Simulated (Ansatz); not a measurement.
Charge-transition levels above the valence-band maximum in rock-salt LiF (eV), each at one geometry relaxed with PBE and evaluated in Ansatz (a first-principles code) with PBE, r2SCAN. Host gaps: PBE 8.83 eV, r2SCAN 9.79 eV. Cell and caveats: 64-site cell; 2×2×2 shifted k-points; charged states image-corrected; no Hubbard U; corrections pass 1 eV, so highly charged states may be off by several tenths; flagged in the runs: for some of the defects a doubtful potential alignment, a strain field that reaches the edge of the cell.

```json
[
 {"defect": "O on the F site (+1/0)", "x: PBE (eV)": "0.75", "y: r2SCAN (eV)": "0.97"},
 {"defect": "Br on the F site (+1/0)", "x: PBE (eV)": "0.94", "y: r2SCAN (eV)": "1.14"},
 {"defect": "H on the F site (+1/0)", "x: PBE (eV)": "1.94", "y: r2SCAN (eV)": "2.42"},
 {"defect": "Mn on the Li site (+2/+1)", "x: PBE (eV)": "2.28", "y: r2SCAN (eV)": "2.44"},
 {"defect": "Cu on the Li site (+1/0)", "x: PBE (eV)": "3.31", "y: r2SCAN (eV)": "4.09"},
 {"defect": "Li vacancy + 1 H (0/−1)", "x: PBE (eV)": "6.23", "y: r2SCAN (eV)": "6.54"},
 {"defect": "Mn on the Li site (+1/0)", "x: PBE (eV)": "6.91", "y: r2SCAN (eV)": "7.85"},
 {"defect": "Cu on the Li site (0/−1)", "x: PBE (eV)": "7.45", "y: r2SCAN (eV)": "8.26"},
 {"defect": "O on the F site (0/−1)", "x: PBE (eV)": "2.67", "y: r2SCAN (eV)": "?"}
]
```

Fit a straight line to the 8 complete rows and predict the last.

Means: x = 3.726, y = 4.214; Sxx = 52.348, Sxy = 56.508. Slope 56.508 / 52.348 = 1.08, intercept 4.214 − 1.08 × 3.726 = 0.19 eV; the rows scatter by 0.24 eV about the line, and R² = 0.99. Prediction: 0.19 + 1.08 × 2.67 = 3.07 eV. The calculation gave 3.33 eV, 0.26 eV above the line, within twice its scatter.
